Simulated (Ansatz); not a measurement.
Output of an Ansatz run (abridged):

```
WARN ansatz: RAYON_NUM_THREADS=1 ignored (pool sized by the plan → 1); use --threads N
Pseudopotentials: kind: paw
Pseudopotential: Zr, paw, valence charge 12
Pseudopotential: C, paw, valence charge 4
Crystal: 2 atoms, lattice volume = 26.190 Å³
Basis set: ecut = 420 eV, 531 PW (Γ), exchange–correlation on 48×48×48 points (8 copies of the dense FFT grid, shifted against one another)
Bands: 12, of which v1, the nominal top of the filled ones, is band 8 counted from 1 (7 counted from 0)
Symmetry: 48 space group operations
Space group: Fm-3m (ITA 225), of the structure as read, at distance tolerance 3.0e-5 Å
k-points: 72 of 1728
Initial density: superposition of atomic densities (neutral atoms: chi_scale 0, normalization atom), corrected by the library's trained network
Initial wavefunctions: pseudopotential atomic-orbital guess
Eigensolver: davidson
Functional: x = pbe(κ = 0.804, μ = 0.2195149727645171), c = pbe(β = 0.06672455060314922)
SCF iter   1: F=—  HF=-4436.500569 eV  |F-HF|=—  |Δ(HF+E_count)|=         —  Δρ=1.45e-3  dr2=5.65e-4  ethr=1.77e-3  ⟨swp⟩=5.0  Hψ=4327  notcnv=0
all-band conjugate gradients solve this SCF's bands
preconditioner: auto → none
SCF iter   2: F=—  HF=-4436.500178 eV  |F-HF|=—  |Δ(HF+E_count)|=   3.91e-4  Δρ=8.41e-4  dr2=2.09e-4  ethr=3.53e-6  ⟨swp⟩=2.4  Hψ=1905  notcnv=0
SCF iter   3: F=—  HF=-4436.500166 eV  |F-HF|=—  |Δ(HF+E_count)|=   1.21e-5  Δρ=2.59e-4  dr2=1.52e-5  ethr=1.31e-6  ⟨swp⟩=2.0  Hψ=1099  notcnv=0
SCF iter   4: F=—  HF=-4436.500159 eV  |F-HF|=—  |Δ(HF+E_count)|=   6.21e-6  Δρ=8.54e-5  dr2=1.61e-6  ethr=9.47e-8  ⟨swp⟩=2.1  Hψ=1402  notcnv=0
iter 5 did not close the SCF: its close was put off for the readings that it lacked (scf_convergence_deferred on its scf_iter line)
SCF iter   5: F=-4436.500159 eV  HF=-4436.500159 eV  |F-HF|=5.04e-9  |Δ(HF+E_count)|=   5.30e-7  Δρ=9.44e-6  dr2=1.00e-8  ethr=1.01e-8  ⟨swp⟩=2.0  Hψ=1427  notcnv=0
SCF iter   6: F=-4436.500159 eV  HF=-4436.500159 eV  |F-HF|=2.10e-9  |Δ(HF+E_count)|=   9.38e-9  Δρ=4.29e-6  dr2=2.90e-9  ethr=6.25e-11  ⟨swp⟩=2.0  Hψ=2741  notcnv=0
SCF 1 converged in 6 iterations: F = -4436.500159 eV  dr2 = 2.90e-9
SCF converged after 6 iterations
Free energy (F): -4436.500159 eV
Harris-Foulkes:  -4436.500159 eV  (|F-HF|=2.10e-9)
Internal energy: -4436.489444 eV  (E = F + TS)
E sigma→0 (E₀):  -4436.494801 eV
Entropy (-TS):   -0.010715 eV (-5.358 meV/atom)
Fermi energy:    14.732702 eV
--- Per-component energies (eV) ---
  E_band       = -51.212213
  E_kinetic    = 421.974250
  E_local      = -599.235066  (includes V_loc(G=0)·N_el)
  E_nonlocal   = 104.363780
  E_hartree    = 179.806909
  E_xc         = -211.260333
  E_vxc        = -252.545315  (∫ρ·V_xc dr)
  E_paw        = -3051.971883  (= ΣΔE_a)
  E_vpaw       = -85.382543  (= ΣTr[D̂ρ^β])
  E_aug_tail   = 0.000037  (compensation charges beyond the density's cutoff)
  E_ewald      = -1280.167137
  E_smearing   = -0.010715  (= −TS)
  E_closure    = -0.000000  (closes the sum)
  Σ components = -4436.500159   (vs F -4436.500159, Δ=0.00e0)
--- Forces (eV/Å), atoms counted from 1 ---
  atom   1  Zr    -0.00000000     0.00000000     0.00000000
  atom   2  C      0.00000000     0.00000000     0.00000000
  max |Σ_I F_I| component: 2.63e-30 eV/Å
--- Stress (GPa, compression-positive) ---
       -0.719618      -0.000000      -0.000000
       -0.000000      -0.719618      -0.000000
        0.000000       0.000000      -0.719618
  P = ⅓ Tr σ = -0.7196 GPa (-7.196 kbar)
  The stress holds the Pulay correction. Without it, at fixed plane waves, as pw.x and ABINIT print it: P = -0.9183 GPa
--- Band table (eV; the first three rows and the last of 72) ---
  k-point 0: bands = ["-33.4139", "-11.1320", "-11.1320", "-11.1320", "3.4411", "15.6508", "15.6508", "15.6508", "15.8101", "15.8101", "15.8101", "17.5055"]
  k-point 1: bands = ["-33.4074", "-11.1916", "-11.1372", "-11.1372", "3.5964", "14.6094", "14.8578", "14.8578", "16.1037", "16.1037", "16.4987", "18.3275"]
  k-point 2: bands = ["-33.3897", "-11.3510", "-11.1514", "-11.1514", "4.0352", "13.3046", "13.8398", "13.8398", "16.5692", "16.5692", "16.9929", "19.8163"]
  k-point 71: bands = ["-33.2839", "-11.6278", "-11.6278", "-11.4289", "5.2875", "12.1001", "12.3812", "12.3812", "17.9789", "17.9789", "20.3273", "21.6847"]
```

The structure:

```
CELL_PARAMETERS angstrom
      0.00000     2.35705     2.35705
      2.35705     0.00000     2.35705
      2.35705     2.35705     0.00000
ATOMIC_POSITIONS crystal
  Zr 0.00000 0.00000 0.00000
  C  0.50000 0.50000 0.50000
```

Task: What input produced this log?

Result: Other spellings and defaults could give the same log, and not every line can be read from it. The input that was run (DFT, PBE, plane waves, default PAW files):

Ansatz 0.2 input:
```yaml
crystal:
  lattice:
    - [0.000000, 2.357050, 2.357050]
    - [2.357050, 0.000000, 2.357050]
    - [2.357050, 2.357050, 0.000000]
  atoms:
    - { symbol: Zr, position_ang: [0.000000, 0.000000, 0.000000] }
    - { symbol: C, position_ang: [2.357050, 2.357050, 2.357050] }
basis:
  ecutwfc: 420.0
kpoints:
  mp_grid:
    grid: [12, 12, 12]
hamiltonian:
  xc: pbe
  pseudopotentials:
    kind: paw
scf:
  occupations:
    method: fermi_dirac
    width: 0.1
output:
  forces: true
  eigenvalues: true
  stress: true
```

The starting cell has typed, rounded lattice constants, without a prior relaxation at this level. Its lattice was rescaled by up to half a per cent. Ansatz's pressure includes its estimate of the finite-basis (Pulay) stress.

Ansatz is a program for electronic structure.
